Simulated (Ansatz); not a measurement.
Start from GaN in the zinc blende structure (space group F-43m, No. 216; a = 4.4979 Å). Axes: x, y, z lie along the cube axes.

Computed with Kohn–Sham DFT with the r2SCAN functional, run in Ansatz (a quantum-chemistry and plane-wave program) with PAW and 500 eV plane waves, spin-orbit coupling left out.

Strains are applied to the cell and any free atomic positions relax; under biaxial strain the out-of-plane vector relaxes too.

One change was made to it. Results:

The electron mass changes from 0.17 mₑ (at Γ) to 0.18 mₑ (at Γ); the band gap increases by 0.09 eV to 2.26 eV; the energy increases by 6.5 meV/atom.

Task: Name the change that was made.
A. uniaxial strain ε_yy = −2.52 %
B. isotropic strain −2.10 %
C. biaxial strain −0.44 %, plane normal [110], relaxed out of plane

Result: A, uniaxial strain ε_yy = −2.52 %. For comparison, the band gap in the other runs: biaxial strain −0.44 %, plane normal [110], relaxed out of plane gives 2.19 eV; isotropic strain −2.10 % gives 2.60 eV.

Masses are band curvatures over ±0.01 Å⁻¹ around the edge. Stability against distortions was not tested. This is not the structure that GaN has at room temperature and ambient pressure.
